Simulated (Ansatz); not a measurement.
Take HfO₂ (space group P2_1/c, No. 14) as the base.

```yaml
crystal:
  lattice:
    - [5.11418, 0.00000, 0.00000]
    - [0.00000, 5.18192, 0.00000]
    - [-0.87081, 0.00000, 5.22378]
  atoms:
    - { symbol: Hf, position: [0.27620, 0.04186, 0.20826] }
    - { symbol: Hf, position: [0.72380, 0.54186, 0.29174] }
    - { symbol: Hf, position: [0.72380, 0.95814, 0.79174] }
    - { symbol: Hf, position: [0.27620, 0.45814, 0.70826] }
    - { symbol: O, position: [0.07004, 0.33376, 0.34403] }
    - { symbol: O, position: [0.92996, 0.83376, 0.15597] }
    - { symbol: O, position: [0.92996, 0.66624, 0.65597] }
    - { symbol: O, position: [0.07004, 0.16624, 0.84403] }
    - { symbol: O, position: [0.44797, 0.75767, 0.47848] }
    - { symbol: O, position: [0.55203, 0.25767, 0.02152] }
    - { symbol: O, position: [0.55203, 0.24233, 0.52152] }
    - { symbol: O, position: [0.44797, 0.74233, 0.97848] }
```

Cartesian axes are those of the cell as printed.

Method: r2SCAN (Ansatz, a quantum-chemistry and plane-wave program; PAW; 500 eV plane waves; no spin-orbit coupling), earlier PAW set.

Strains are applied to the cell and any free atomic positions relax; under stress the whole cell relaxes.

One change was made to it. Results:

| quantity | base | after |
|---|---|---|
| width of the top valence band | 0.74 eV | 0.70 eV |
| valence-band top at Γ (three highest levels, from the VBM) | 0.00, -0.20, -0.52 eV | 0.00, -0.12, -0.46 eV |
| smallest direct gap | 4.68 eV | 4.71 eV |
| band gap | 4.60 eV | 4.61 eV |

Question: What was done to the base?
A) uniaxial strain ε_xx = −1.30 %
B) uniaxial stress, 2 GPa tension along x
C) uniaxial strain ε_yy = −2.71 %
D) tensor shear ε_xz = −3.28 %

Answer: A, uniaxial strain ε_xx = −1.30 %. For comparison, the valence-band top at Γ in the other runs: uniaxial stress, 2 GPa tension along x gives 0.00, -0.26, -0.54 eV; tensor shear ε_xz = −3.28 % gives 0.00, -0.10, -0.64 eV; uniaxial strain ε_yy = −2.71 % gives 0.00, -0.29, -0.48 eV.

With Hf present, leaving out spin-orbit coupling can change the band edges. Beyond what the load breaks, stability against distortions was not tested.
